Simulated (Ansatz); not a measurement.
For cubic perovskite RbCdF3, LDA (Ansatz, a quantum-chemistry and plane-wave program, PAW) gives:

* **lattice constant a**: 4.328 Å
* **bulk modulus B0**: 75.2 GPa
* **cohesive energy**: 4.11 eV/atom
* **band gap**: 2.96 eV

Task: What does HSE06 in Ansatz (PAW) give for the same quantities?

Result: 
- lattice constant a: 4.445 Å (goes up by 2.7 %)
- bulk modulus: 59.8 GPa (shrinks by 20 %)
- cohesive energy: 3.35 eV/atom (shrinks by 0.76 eV/atom)
- band gap: 5.21 eV (grows by 2.25 eV)

Changes are worked out from the printed values.

Unless a cell is named, each level is at its own relaxed cell (LDA 16.21, HSE06 17.57 Å³/atom).

Spin–orbit coupling is included only where a level's name says +SOC; with heavier elements it mostly lowers gaps and can invert bands. Density-functional gaps are differences of (generalised) Kohn–Sham levels.

Caveats: the relaxation could not lower the start's symmetry, so the cell can be a saddle point above a distorted one (LDA, HSE06). Ansatz's density-functional and Hartree–Fock values are scalar-relativistic unless marked +SOC, with PAW data made under PBE.
